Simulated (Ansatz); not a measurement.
## bcc V (1 1 0) on 3C silicon carbide (1 1 0) (film strained to the substrate, started from cuts of the bulks and a machine-learned relaxation; slabs C10Si10 and V10, which can lie off the formulas)

A periodic stack without vacuum, bcc V (1 1 0) on 3C silicon carbide (1 1 0) (film strained to the substrate, started from cuts of the bulks and a machine-learned relaxation; slabs C10Si10 and V10, which can lie off the formulas): substrate slab C10Si10, film V10, surface cells [[0, -1], [1, -1]] and [[-2, -1], [-2, -2]], film strained by +3.3 and +3.3 %, outermost planes CSi/CSi and V/V as cut, which need not be the usual terminations and can put a slab off its formula.

The start was prepared with a machine-learned potential, and the result is one local minimum, with the in-plane cell held and forces under 0.04 eV/Å; the film can end far from its bulk form.

Computed with PBE (plane waves to 420 eV, PAW; Ansatz, an electronic-structure program). Scalar-relativistic, without spin–orbit coupling; the runs are not spin-polarised; PBE gaps are too small against experiment. Its k-point mesh 12×7×1, Fermi–Dirac width 0.05 eV.

| Property | Value |
|---|---|
| interface area | 13.6 Å² |
| period | 25.49 Å |
| heights between the nearest atoms of the two slabs at the two interfaces | 1.53 and 1.53 Å |
| Si–V contacts across the interfaces within 1.22 times the sum of covalent radii | 8, mean 2.60 Å |
| C–V contacts across the interfaces within 1.22 times the sum of covalent radii | 6, mean 2.32 Å |
| hole barrier (PBE) | 1.14 eV |
| electron barrier (PBE) | 0.23 eV |

```
CELL_PARAMETERS angstrom
      3.09641     0.00114    -0.07201
      3.09669     4.38070     0.04811
     -2.41100    -0.70691    25.54565
ATOMIC_POSITIONS crystal
  C  0.83574 0.33552 0.02503
  C  0.88349 0.85171 0.09056
  C  0.94316 0.34900 0.14929
  C  0.00275 0.84917 0.21095
  C  0.06103 0.34919 0.27116
  C  0.12018 0.84927 0.33235
  C  0.17835 0.34940 0.39256
  C  0.23809 0.84941 0.45422
  C  0.29219 0.35226 0.51295
  C  0.37214 0.83626 0.57847
  Si 0.13211 0.10040 0.08777
  Si 0.06644 0.60953 0.02961
  Si 0.25245 0.09892 0.21036
  Si 0.19513 0.59825 0.15052
  Si 0.36980 0.09928 0.33194
  Si 0.31144 0.59920 0.27157
  Si 0.48769 0.09865 0.45298
  Si 0.42918 0.59916 0.39314
  Si 0.59354 0.11027 0.57390
  Si 0.54623 0.60096 0.51574
  V  0.15956 0.60693 0.63838
  V  0.16781 0.10880 0.64891
  V  0.75488 0.10062 0.72440
  V  0.75236 0.60088 0.72121
  V  0.34060 0.59992 0.80164
  V  0.34012 0.09985 0.80187
  V  0.92674 0.10023 0.88228
  V  0.92456 0.60013 0.87912
  V  0.49496 0.60808 0.95462
  V  0.50709 0.10627 0.96511
```
